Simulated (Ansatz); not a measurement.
Consider a periodic stack without vacuum, bcc Ta (1 1 1) on antifluorite Mg2Si (1 1 1) (film strained to the substrate, started from cuts of the bulks and a machine-learned relaxation; slabs Mg8Si4 and Ta10, which can lie off the formulas): substrate slab Mg8Si4, film Ta10, surface cells [[0, 1], [-1, 0]] and [[0, -1], [1, 0]], film strained by -4.1 and -4.1 %, outermost planes Mg/Mg and Ta/Ta as cut, which need not be the usual terminations and can put a slab off its formula. Its start:

```yaml
crystal:
  lattice:
    - [4.49948, 0.00000, -0.05167]
    - [-2.24974, 3.89666, 0.10375]
    - [0.23757, -0.36292, 24.74754]
  atoms:
    - { symbol: Mg, position: [0.59285, 0.27158, 0.02177] }
    - { symbol: Mg, position: [0.26549, 0.61593, 0.09736] }
    - { symbol: Mg, position: [0.94027, 0.96936, 0.17718] }
    - { symbol: Mg, position: [0.60839, 0.30587, 0.25105] }
    - { symbol: Mg, position: [0.26982, 0.63117, 0.32388] }
    - { symbol: Mg, position: [0.93171, 0.95348, 0.39768] }
    - { symbol: Mg, position: [0.58350, 0.25879, 0.47748] }
    - { symbol: Mg, position: [0.24845, 0.59268, 0.55361] }
    - { symbol: Si, position: [0.93109, 0.94707, 0.06917] }
    - { symbol: Si, position: [0.27470, 0.63860, 0.21270] }
    - { symbol: Si, position: [0.59913, 0.29120, 0.36233] }
    - { symbol: Si, position: [0.91597, 0.92471, 0.50598] }
    - { symbol: Ta, position: [0.58158, 0.25766, 0.64491] }
    - { symbol: Ta, position: [0.91485, 0.92478, 0.61033] }
    - { symbol: Ta, position: [0.91554, 0.92444, 0.72637] }
    - { symbol: Ta, position: [0.24816, 0.59065, 0.68395] }
    - { symbol: Ta, position: [0.25111, 0.59447, 0.80826] }
    - { symbol: Ta, position: [0.58367, 0.26043, 0.76687] }
    - { symbol: Ta, position: [0.58595, 0.26195, 0.89125] }
    - { symbol: Ta, position: [0.91910, 0.92938, 0.84899] }
    - { symbol: Ta, position: [0.91936, 0.92661, 0.96497] }
    - { symbol: Ta, position: [0.25265, 0.59416, 0.93040] }
```

The start was prepared with a machine-learned potential, and the result is one local minimum, with the in-plane cell held and forces under 0.04 eV/Å; the film can end far from its bulk form.

Method: PBE (plane waves to 420 eV, PAW; Ansatz, a quantum-chemistry and plane-wave program). No spin–orbit coupling; the runs are not spin-polarised; PBE gaps are too small against experiment. Its k-point mesh 8×8×1, Fermi–Dirac width 0.05 eV.

Task: Predict the relaxed interface.

Result: 
```
Quantity                                                                                                                                                                               Value
--------------------------------------------------------------------------------  ----------------------------------------------------------------------------------------------------------
interface area                                                                                                                                                                       17.5 Å²
period                                                                                                                                                                               24.80 Å
heights between the nearest atoms of the two slabs at the two interfaces                                                                                                     1.49 and 1.49 Å
Mg–Ta contacts across the interfaces within 1.22 times the sum of covalent radii                                                                                             14, mean 3.23 Å
Si–Ta contacts across the interfaces within 1.22 times the sum of covalent radii                                                                                              2, mean 2.61 Å
estimate of the barrier                                                           withheld, since the Fermi level falls at or inside a band of the host, which a slab this thin can't settle
```
